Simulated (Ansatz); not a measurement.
LaTiO2N (I2₁2₁2₁, No. 24, 10 atoms in the cell; start mp-1222738) was calculated with PBEsol (Ansatz, a program for electronic structure, PAW).

Run with plane-wave cutoff 520 eV, 8×8×8 k mesh, Fermi–Dirac smearing 0.01 eV, no spin polarisation, scalar-relativistic PAW data made under PBE.

Cell (relaxed at this level):

```cif
data_La4N4O8Ti4
_chemical_formula_sum 'La4 Ti4 N4 O8'
_space_group_name_H-M_alt 'I212121'
_space_group_IT_number 24
_space_group_name_Hall 'I 2b 2c'
_cell_length_a 5.57589
_cell_length_b 5.60214
_cell_length_c 7.72070
_cell_angle_alpha 90.000
_cell_angle_beta 90.000
_cell_angle_gamma 90.000
loop_
_space_group_symop_operation_xyz
  'x, y, z'
  '-x, -y+1/2, z'
  'x, -y, -z+1/2'
  '-x, y+1/2, -z+1/2'
  'x+1/2, y+1/2, z+1/2'
  '-x+1/2, -y, z+1/2'
  'x+1/2, -y+1/2, -z'
  '-x+1/2, y, -z'
loop_
_atom_site_label
_atom_site_type_symbol
_atom_site_symmetry_multiplicity
_atom_site_Wyckoff_symbol
_atom_site_fract_x
_atom_site_fract_y
_atom_site_fract_z
_atom_site_occupancy
La1 La 4 b 0.25000 0.50772 0.00000 1
Ti1 Ti 4 a 0.26883 0.00000 0.25000 1
N1 N 4 c 0.00000 0.25000 0.71375 1
O1 O 4 b 0.25000 0.07568 0.00000 1
O2 O 4 c 0.00000 0.25000 0.29642 1
```
(The calculation used a cell of 10 atoms; values per cell refer to that cell.)

Question: Estimate the band gap and direct gap at Γ that the calculation returns.

Answer: 
* **band gap**: 1.29 eV (on the SCF k mesh)
* **direct gap at Γ**: 1.40 eV

Note: the relaxation could not lower the start's symmetry, so the cell can be a saddle point above a distorted one.

Spin–orbit coupling is not included.

Static lattice: no zero-point or thermal effects.

A start named mp-… is a Materials Project structure, which need not be a measured phase.
